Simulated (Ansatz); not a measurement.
The starting structures come from a database of crystals and need not be the phases stable at ambient conditions.

Tunnelling through a barrier is set by its complex band structure: the current falls as exp(−2κd) with the smallest κ.

Input:

```xyz
10
Lattice="6.3050 0.0000 0.0000 0.0000 6.3050 0.0000 3.1525 -3.1525 4.4583" Properties=species:S:1:pos:R:3 pbc="T T T"
K      3.1525     0.0000     2.2291
K      6.3050     3.1525     2.2291
Na     3.1525     3.1525     0.0000
Y      0.0000     0.0000     0.0000
F      1.5409     1.5409     0.0000
F      4.7640     4.7640     0.0000
F      4.7640     1.5409     0.0000
F      1.5409     4.7640     0.0000
F      6.3050     0.0000     2.1792
F      3.1525     3.1525     2.2791
```

Space group of this cell: Fm-3m. The cell is taken as given; by r2SCAN its mean pressure is -2.7 GPa.

Transport runs along the normal of the first two printed cell vectors, the (001) plane of the conventional cell.

The gap is the functional's own. No spin-orbit coupling. Mid-gap values are interpolated on the energy grid.

Task: Estimate the band gap and the smallest decay constant κ at mid-gap that r2SCAN in Ansatz (a quantum-chemistry and plane-wave program) returns for this system.

Result: Gap 7.05 eV on a 8×8×8 mesh; κ = 0.563 1/Å, at the zone centre.
